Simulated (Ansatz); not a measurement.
Partial pair distribution functions of a relaxed model of amorphous Al4P12O36, broadened by 0.06 Å; density 2.28 g/cm³. Calculation: PBE, scalar-relativistic without spin-orbit coupling (plane waves to 420 eV, PAW; Ansatz, an electronic-structure program).

Preparation: random packing, a CHGNet melt and quench, and a DFT relaxation. O atoms were pushed apart under 1.9 Å during the dynamics, to hinder bonds among them. The hot cell started wider than the set density and was brought back towards it in steps. It is the lowest in DFT energy of 2 quenches. It is a model cell: composition and starting density were chosen by hand, and all elements were melted together. No dispersion term was used. Its density started from a set value of 2.46 and ended at 2.28 g/cm³. The quench (nominally 260 K/ps over its main leg) was far faster than any real one, so the model tends to hold more defects than a real film. A cell of this size samples the disorder only roughly. Volume and shape were free in the relaxation. Stress components on the final sampling reach 1.0 GPa. Cycles of charging lowered its energy after that relaxation.

| r (Å) | g P-O | g Al-O | g P-P | g O-O |
|---|---|---|---|---|
| 1.25 | 0.01 | 0.00 | 0.00 | 0.00 |
| 1.35 | 0.72 | 0.00 | 0.00 | 0.00 |
| 1.45 | 7.46 | 0.00 | 0.00 | 0.00 |
| 1.55 | 11.49 | 0.00 | 0.00 | 0.00 |
| 1.65 | 6.70 | 0.35 | 0.00 | 0.00 |
| 1.75 | 1.51 | 4.34 | 0.00 | 0.00 |
| 1.85 | 0.17 | 9.49 | 0.00 | 0.00 |
| 1.95 | 0.00 | 8.05 | 0.00 | 0.00 |
| 2.05 | 0.00 | 2.74 | 0.00 | 0.00 |
| 2.15 | 0.00 | 0.28 | 0.00 | 0.00 |
| 2.25 | 0.00 | 0.56 | 0.00 | 0.01 |
| 2.35 | 0.00 | 0.12 | 0.00 | 0.40 |
| 2.45 | 0.00 | 0.00 | 0.00 | 3.04 |
| 2.55 | 0.00 | 0.00 | 0.02 | 6.01 |
| 2.65 | 0.03 | 0.00 | 0.82 | 3.39 |
| 2.75 | 0.14 | 0.00 | 2.60 | 1.65 |
| 2.85 | 0.25 | 0.00 | 2.12 | 1.21 |
| 2.95 | 0.55 | 0.00 | 3.78 | 0.84 |
| 3.05 | 1.21 | 0.03 | 2.21 | 0.48 |
| 3.15 | 1.55 | 0.47 | 1.10 | 0.63 |
| 3.25 | 1.08 | 0.78 | 0.32 | 0.66 |
| 3.35 | 0.85 | 0.73 | 0.01 | 0.41 |
| 3.45 | 0.60 | 0.88 | 0.00 | 0.33 |
| 3.55 | 0.66 | 0.95 | 0.02 | 0.44 |
| 3.65 | 1.22 | 1.49 | 0.33 | 0.42 |
| 3.75 | 1.56 | 2.22 | 0.66 | 0.37 |
| 3.85 | 1.38 | 1.42 | 0.48 | 0.73 |
| 3.95 | 1.91 | 0.92 | 0.29 | 1.05 |
| 4.05 | 1.81 | 1.37 | 0.40 | 0.93 |
| 4.15 | 1.21 | 2.08 | 0.95 | 0.76 |
| 4.25 | 0.80 | 2.02 | 1.27 | 0.95 |

Within 1.94 Å each P has 4.00 O neighbours on average.
